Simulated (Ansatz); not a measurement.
Step by step: formation energy of BeTe (zinc blende, F-43m) from the elements

Consider the formation energy of BeTe (zinc blende, F-43m) from the elements. Reaction: Te (P3₁21) + Be (hcp) → BeTe (zinc blende). The sign is products less reactants. The value is per atom of the solid.

BeTe (zinc blende, F-43m), 2 atoms in the cell. Conventional cell: a = 5.5812 Å, b = 5.5812 Å, c = 5.5812 Å, α = 90.00°, β = 90.00°, γ = 90.00°.

Setting: static, neutral cells in Ansatz (PAW) whose structures rest at the PBE+D3(BJ) level. Ansatz (an electronic-structure program) runs with its PAW set soft_1. Other levels take these structures. The lattices are those relaxed with PBE+D3(BJ), so at other levels the solids can be strained. A dispersion term (D3(BJ), or D4 for r2SCAN) was computed beside these levels and is taken off wherever the name lacks it. Space groups of crystals are read within 0.01 Å. Spin-orbit coupling is left out.

Total energies of the cells in eV, at zero smearing width. They compare only within one column; the weights balance every element.

```tsv
cell	atoms	weight	r2SCAN
BeTe (zinc blende)	2	+3	-7089.15742
Te (P3₁21)	3	−1	-20984.60688
Be (hcp)	2	−3/2	-186.65412
```

r2SCAN: 3 × (-7089.15742) − (-20984.60688) − 3/2 × (-186.65412) = -2.884 eV; dividing by 6 atoms gives -0.48 eV/atom.

What follows from the r2SCAN value: A formula unit of BeTe has 2 atoms, so it forms with -0.4807 × 2 = -0.961 eV, or -92.7 kJ/mol at 96.485 kJ/mol per eV.
